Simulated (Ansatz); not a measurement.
A periodic model of amorphous Hf$_{18}$O$_{35}$F:

```xyz
54
Lattice="8.8764 0.0000 0.0000 0.0000 8.8764 0.0000 0.0000 0.0000 8.8764" Properties=species:S:1:pos:R:3 pbc="T T T"
Hf     0.6618     3.3961     5.0348
Hf     8.2452     8.1332     4.3207
Hf     6.6880     2.2087     3.8668
Hf     2.0686     6.3411     4.5755
Hf     8.0298     7.6370     8.3722
Hf     5.7153     7.3769     2.4547
Hf     2.7489     7.1958     0.8666
Hf     3.5208     2.1251     6.4046
Hf     7.1060     1.7816     6.9930
Hf     5.2099     4.7238     8.7083
Hf     1.2984     1.5380     0.1219
Hf     1.5665     4.7346     8.1613
Hf     5.2378     8.0828     5.7637
Hf     4.5443     1.5033     0.7628
Hf     8.5544     5.0014     1.7926
Hf     2.9251     0.4198     3.6997
Hf     5.8432     5.0697     5.6410
Hf     3.8797     4.0485     2.6958
O      7.2230     0.3954     2.9816
O      6.0721     6.0914     7.4109
O      6.3670     8.7184     7.3748
O      2.4327     1.1473     1.8386
O      1.5528     2.7937     7.1464
O      7.3755     7.1127     1.3443
O      6.7598     4.4717     1.0792
O      1.2638     5.1062     6.0466
O      3.1863     1.1991     8.1887
O      8.3287     3.4520     3.3436
O      3.2961     5.9191     8.2440
O      2.1861     4.5023     3.6743
O      0.6460     3.3603     0.6908
O      3.4879     0.1794     5.8528
O      4.0441     6.3308     5.2758
O      1.3607     8.3536     4.6150
O      0.1003     6.2973     3.5219
O      4.6048     5.7443     1.7862
O      8.2970     1.4681     5.2010
O      4.8419     8.6582     3.7858
O      2.3916     2.2347     4.6959
O      8.3687     0.9602     8.3288
O      8.7372     5.7237     8.4070
O      5.5006     4.0596     3.9202
O      5.8352     2.4812     8.4471
O      1.1466     8.1803     0.1393
O      2.8257     7.3640     2.8824
O      5.5586     1.6620     5.5677
O      4.5212     3.9279     6.7394
O      4.8403     2.1168     2.6679
O      7.4494     3.7169     5.9769
O      3.6689     3.4949     0.7381
O      6.5102     6.8184     4.4682
O      1.6491     5.5854     1.2659
O      4.6685     8.3554     1.0096
F      8.5228     7.4772     6.3324
```

These are PBE, scalar-relativistic without spin-orbit coupling (plane waves to 420 eV, PAW; Ansatz, a quantum-chemistry and plane-wave program) values and carry that method's errors. The usual formal charges leave 1 electrons over, so the level spacing at the Fermi energy parts defect or band states and needn't be the band gap. In the spin-polarised cell the level spacing at the Fermi energy can part levels of unlike spin.

A CHGNet melt-quench gave the starting glass, which DFT then relaxed. O and F atoms were pushed apart under 1.9 Å during the dynamics, to hinder bonds among them. The hot cell started wider than the set density and was brought back towards it in steps. It is the lowest in DFT energy of 2 quenches. It is a model cell: composition and starting density were chosen by hand, and all elements were melted together. No dispersion term was used. Its density started from a set value of 9.00 and ended at 9.00 g/cm³. Cooling (nominally 450 K/ps over its main leg) ran many orders faster than in experiment, which tends to leave more defects and strain. A cell of this size samples the disorder only roughly. The volume was held where the preparation left it, at a PBE pressure of -0.3 GPa (tension). Stress components on the final sampling reach 2.1 GPa. On a 2×2×2 Γ-centred mesh force components of up to 0.19 eV/Å stay, since the relaxation ran on the zone centre alone.

Cut-offs for bonds: Hf-Hf 3.34 Å, Hf-O 2.84 Å, Hf-F 2.55 Å, O-O 1.58 Å, O-F 1.48 Å, F-F 1.37 Å. Two cations that share two anions don't count as bonded, nor two that share one unless they lie closer than Hf-Hf 3.25 Å.

### Question
Give the coordination numbers, mean bond lengths and angles.

### Answer

The mean coordination of Hf by anions is 6.33 (1 with 5, 10 with 6, 7 with 7) and the mean coordination of O is 3.20 (1 with 2, 26 with 3, 8 with 4). The mean coordination of F is 2.00 (1 with 2) and the mean Hf-O bond comes out as 2.164 Å (spread 0.159 Å, 112 counted). The mean Hf-F bond is 2.119 Å (spread 0.015 Å, 2 counted), the bond angle at Hf is mean 102.3°, spread 29.8° and the bond angle at O is mean 112.8°, spread 17.4°.

### Question
List the pairs of like atoms that count as bonded by the rules above.

### Answer
There are none by these rules.
